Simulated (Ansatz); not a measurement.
The parent structure is Ag in the fcc (Cu type) structure (space group Fm-3m, No. 225; a = 4.149 Å).

Computed with PBE in Ansatz (plane waves to 420 eV, PAW, no spin-orbit coupling), earlier PAW set.

For the base:

Lattice parameter a: 4.149 Å

The change: hydrostatic tension (pressure −2 GPa).

Task: What happens to the lattice parameter a?

Result: The lattice parameter a goes up by 0.033 Å (4.149 Å → 4.182 Å).

Load acts through the strain it causes; cell and atoms are relaxed under it. Stability against distortions was not tested.

Ansatz is a program for electronic structure.
